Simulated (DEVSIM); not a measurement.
System: abrupt Si p-n junction, at 300 K.

| layer (left to right) | material | thickness (μm) | Nd (cm⁻³) | Na (cm⁻³) | τn (s) | τp (s) |
|---|---|---|---|---|---|---|
| 1 | Si | 0.410 | - | 8.3e15 | 6.1e-5 | 6.1e-5 |
| 2 | Si | 1.30 | 5.6e14 | - | 6.1e-5 | 6.1e-5 |

Left contact: ohmic. Right contact: ohmic. Voltage is applied to the left contact. Recombination: SRH at mid-gap, radiative. Mobility is μmin + (μ − μmin)/(1 + (N/Nref)^α).

This is a model device: material constants are rounded textbook-type values typed into the input, and sizes, dopings and lifetimes were drawn at random. Values at 300 K.

```csv
parameter,Si
gap (eV),1.124
affinity (eV),4.05
permittivity,11.7
Nc (cm⁻³),2.86e19
Nv (cm⁻³),3.1e19
μn (cm²/Vs),1417
μp (cm²/Vs),470
"μn,min",52
"μp,min",45
"Nref,n",9.7e16
"Nref,p",2.2e17
αn,0.68
αp,0.72
B (cm³/s),4.7e-15
```

Simulated with DEVSIM: 1D drift-diffusion, Boltzmann statistics, complete ionisation; no tunnelling, impact ionisation, image-force lowering or self-heating.

The doping Na of layer 1 was swept, all else fixed.

| doping Na of layer 1 (cm^-3) | largest field in the device at zero bias (V/cm) | dark forward voltage at 1 A/cm² (V) | potential step across the device at zero bias (V) | dark forward voltage at 100 A/cm² (V) |
|---|---|---|---|---|
| 2.5e14 | 6800 | 0.403 | 0.541 | 0.641 |
| 8.3e14 | 7600 | 0.443 | 0.572 | 0.643 |
| 2.5e15 | 8800 | 0.473 | 0.600 | 0.646 |
| 8.3e15 | 10000 | 0.489 | 0.631 | 0.650 |
| 2.5e16 | 12000 | 0.495 | 0.660 | 0.657 |
| 8.3e16 | 18000 | 0.496 | 0.691 | 0.661 |
| 2.5e17 | 28000 | 0.497 | 0.719 | 0.662 |

From the first row to the last the largest field in the device at zero bias goes from 6800 to 28000. From the first row to the last the dark forward voltage at 1 A/cm² goes from 0.403 to 0.497.
